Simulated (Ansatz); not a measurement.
Base system: CsPbCl₃ in the cubic perovskite structure (space group Pm-3m, No. 221; a = 5.674 Å).

Computed with plane-wave PAW DFT at the r2SCAN level (Ansatz, a quantum-chemistry and plane-wave program, 500 eV), no SOC.

Before the change:

| Item | Result |
|---|---|
| Shortest interatomic distance | 2.837 Å |

Perturbation: a hydrostatic pressure of 50 GPa.

### Question
Predict the new shortest interatomic distance.

### Answer
The shortest interatomic distance shrinks by 0.486 Å (2.837 Å → 2.351 Å).

A case with no gap was solved on a k-mesh chosen for an insulator, which is coarse for it. Load acts through the strain it causes; cell and atoms are relaxed under it. Stability against distortions was not tested. No other phases were tried under pressure. All final runs are without spin polarisation. Many cubic perovskites are stable only at high temperature; tilts and polar distortions were not tested. This is not the structure that CsPbCl3 has at room temperature and ambient pressure.
